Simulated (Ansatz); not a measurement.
Consider AlN in the zinc blende structure (space group F-43m, No. 216; a = 4.370 Å).

Perturbation: Ga takes the place of Al on all its sites, then cell and atoms are relaxed.

Levels (all Ansatz, an electronic-structure program, PAW): r2SCAN (500 eV, without spin-orbit coupling); HSE06 (420 eV, no SOC).

The geometry is relaxed with r2SCAN.

* **r2SCAN lowest conduction level above the VBM at special points**: Γ 2.17 eV; X 3.77 eV; L 5.23 eV

Q: How does going to HSE06 change the lowest conduction level above the VBM at special points?

A: The lowest conduction level above the VBM at special points becomes Γ 3.00 eV; X 4.45 eV; L 6.12 eV (r2SCAN: Γ 2.17 eV; X 3.77 eV; L 5.23 eV).

Single points use the geometry relaxed with r2SCAN. The levels and masses belong to the bands next to the band gap. No phonon test of stability was made. This is not the structure that GaN has at room temperature and ambient pressure. This is not the structure that AlN has at room temperature and ambient pressure.
